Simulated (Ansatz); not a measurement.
```yaml
crystal:
  lattice:
    - [0.00000, 2.17840, 2.17840]
    - [2.17840, 0.00000, 2.17840]
    - [2.17840, 2.17840, 0.00000]
  atoms:
    - { symbol: Si, position: [0.25000, 0.25000, 0.25000] }
    - { symbol: C, position: [0.00000, 0.00000, 0.00000] }
```

Another polymorph of this substance is known too; which is more stable was not tested here. 

Question: List the harmonic phonon frequencies (cm⁻¹; finite displacements on a 8×8×8 mesh, PBEsol density-functional theory in Ansatz (plane waves, PAW), k mesh 8×8×8) at q = (0.125, 0.375, -0.375), (0.000, 0.375, -0.375), (0.000, 0.375, -0.500), in fractions of this cell's reciprocal vectors. At Γ leave out the LO-TO shift.

Answer: 
- (0.125, 0.375, -0.375): 365, 434, 542, 742, 763, 844
- (0.000, 0.375, -0.375): 343, 442, 562, 747, 751, 840
- (0.000, 0.375, -0.500): 349, 384, 587, 755, 756, 833

Ansatz is a quantum-chemistry and plane-wave program.
